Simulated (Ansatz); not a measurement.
## MgS: element substitutions

Take MgS in the rock salt structure (space group Fm-3m, No. 225; a = 5.203 Å) as the base.

Each row replaces one element on all its sites; cell and atoms are relaxed.

Level of theory: Ansatz (a program for electronic structure) r2SCAN, no spin-orbit coupling.

```csv
variant,band gap,volume per atom
base,3.46 eV,17.61 Å³
Mg → Na,zero,22.37 Å³
Mg → Be,(withheld),(withheld)
S → Se,2.48 eV,(withheld)
```

Task: Some entries are withheld; estimate them.

Result: 
- Mg → Be, band gap: 1.33 eV
- Mg → Be, volume per atom: 12.44 Å³
- S → Se, volume per atom: 20.48 Å³

Stability against distortions was not tested. As relaxed here, NaS and BeS are hypothetical phases, not in the database extracts checked. The final runs are not spin-polarised. An odd electron count without spin: NaS.
